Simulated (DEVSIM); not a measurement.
Structure: abrupt InP n-p junction, at 300 K.

Layer 1 from the left is InP, thickness (μm) 2.20, Nd (cm⁻³) 1.7e17, τn (s) 2.5e-9, τp (s) 2.5e-9. Layer 2 from the left is InP, thickness (μm) 79.0, Na (cm⁻³) 1.3e14, τn (s) 2.5e-10, τp (s) 2.5e-9.

Left contact: ohmic. Right contact: ohmic. Voltage is applied to the left contact. Recombination: SRH at mid-gap, radiative, Auger. Mobility is μmin + (μ − μmin)/(1 + (N/Nref)^α).

Constants are typed, rounded textbook-type inputs, not results; the design itself was drawn at random and stands for no fabricated device. Values at 300 K.

InP: gap (eV) 1.344, affinity (eV) 4.38, permittivity 12.5, Nc (cm⁻³) 5.7e17, Nv (cm⁻³) 1.1e19, μn (cm²/Vs) 5200, μp (cm²/Vs) 170, μn,min 400, μp,min 10, Nref,n 3e17, Nref,p 4.9e17, αn 0.47, αp 0.62, B (cm³/s) 1.2e-10, Cn (cm⁶/s) 9e-31, Cp (cm⁶/s) 9e-31.

Question: Estimate by hand the built-in potential, the peak field at zero bias, the capacitance at 0.6 V, and compare with a numerical solution.

Answer: 
- Built-in potential: ni = √(Nc Nv) exp(−Eg/2kT) = 1.29e7 cm⁻³ with Eg = 1.344 eV; Vbi = kT/q ln(Na Nd/ni²) = 1.019 V; numerical 1.019 V.
- Peak field at zero bias: depletion approximation: W = √(2εVbi/(qN)) = 3.29 μm with N = 1.30e14 cm⁻³; field = 2Vbi/W = 6190 V/cm; numerical 22200 V/cm (estimate below by 72 %).
- Capacitance at 0.6 V: C = √(qεN / 2(Vbi + |V|)) = 2.67 nF/cm²; numerical 2.78 nF/cm² (estimate below by 3.9 %).

Simulated with DEVSIM: 1D drift-diffusion, Boltzmann statistics, complete ionisation; no tunnelling, impact ionisation, image-force lowering or self-heating.
